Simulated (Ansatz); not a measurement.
What Co on a Si site (antisite), symmetric start does to CoSi2

Start from a 9-atom supercell of CoSi2 (space group Fm-3m, No. 225; a = 5.3127 Å; non-magnetic) at its relaxed geometry.

Perturbation: a neutral Co on a Si site (antisite), symmetric start, atoms relaxed at fixed cell.

Calculations: plane-wave PAW DFT at the PBEsol level (Ansatz, a first-principles code, 420 eV), no spin-orbit coupling, earlier PAW set. Γ-centred 11×11×11 mesh, Fermi–Dirac width 0.05 eV.

| quantity | base | changed | shift |
|---|---|---|---|
| pressure | 0.0 GPa | -1.2 GPa | -1.2 GPa |
| energy gained by relaxation | – | 0.02 eV | – |
| largest displacement of a host atom from its site in the perfect cell | – | 0.04 Å | – |

Other magnetic orders, which the real material may have, were not ruled out. In so small a cell the defect repeats every few ångströms: this is an ordered compound, not a dilute defect. The defect started on the symmetric site and kept its symmetry, so it may sit on a saddle. Starting moments died away, wholly or in part, for the base; another magnetic solution may exist. Spin-polarised in the final run: Co on a Si site (antisite); the other runs are not. An odd electron count without spin: CoSi2. The defect cell is spin-polarised and ends with 1.9 μB.
